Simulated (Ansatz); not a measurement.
# F on the 1x1 (111) surface of fcc Cu, one in a 2x2 cell, started at the site 'hollow Cu-Cu-Cu over Cu at depth 2.1 Å'

Level of theory: r2SCAN, at the PBE geometry (plane waves to 500 eV, PAW; Ansatz, a quantum-chemistry and plane-wave program).

Slab: 17 atoms, 6.2 Å thick at the start under the adsorbate (thin: gaps and levels are the slab's own); k 6x6x1, smearing 0.1 eV, dipole-corrected; single point; on the structure that PBE left under its start's symmetry; no spin, no spin-orbit, no U, no dispersion correction. At the end it is bonded to 3 Cu. In PBE it is, or lies within 0.03 eV of, the lowest of the starts that converged; the order may differ at this level.

```json
{
  "adsorption energy against ½ F2(g) at the same level": "-3.03 eV",
  "work_function_of_the_top_face": "5.88 eV",
  "change_of_the_work_function": "1.08 eV",
  "change_of_the_step_from_the_bottom_to_the_top_vacuum_level_against_the_clean_slab": "1.05 eV",
  "height of the binding atom over the mean of the host atoms within 0.3 Å of the top one": "1.493 Å",
  "nearest_host_atoms_of_the_binding_atom": "Cu at 2.11 Å, Cu at 2.11 Å, Cu at 2.11 Å",
  "cost": "about 120 core-seconds (a rough figure)"
}
```

A negative adsorption energy means that the adsorbate is more stable on the surface than in its reference.
